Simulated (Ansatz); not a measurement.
Sr₃AsN (Pm-3m, No. 221, 5 atoms in the cell; start mp-1013555)

Calculation: HSE06+SOC in Ansatz (PAW).

Settings: plane-wave cutoff 460 eV, 4×4×4 k mesh, Fermi–Dirac smearing 0.01 eV, PAW data made under PBE.

Cell (relaxed with PBEsol):

Sr₃AsN is modelled in the cubic space group Pm-3m (No. 221), the anti-perovskite structure, Pearson symbol cP5. Conventional cell: a = b = c = 5.041 Å, α = β = γ = 90.00°. Sr on 3c is surrounded by 2 N at 2.521 Å and 4 As at 3.565 Å (octahedral). As on 1a is surrounded by 12 Sr at 3.565 Å (cuboctahedral). N on 1b is coordinated by 6 Sr at 2.521 Å (octahedral). (Neighbours: up to the widest gap in distance over summed covalent radii, below 1.35, at either atom; cation-cation and far metal-metal contacts left out.)

| Property | Value |
|---|---|
| band gap | 1.17 eV (on the SCF k mesh) (direct) |

Note: cell and atoms aren't relaxed at this level (pressure 1.3 GPa).

The computed numbers hold no vibrational or temperature effects.

It cost around 9 core-minutes (rough) of CPU time.

A start named mp-… is a Materials Project structure, which need not be a measured phase.

Ansatz is an electronic-structure program.
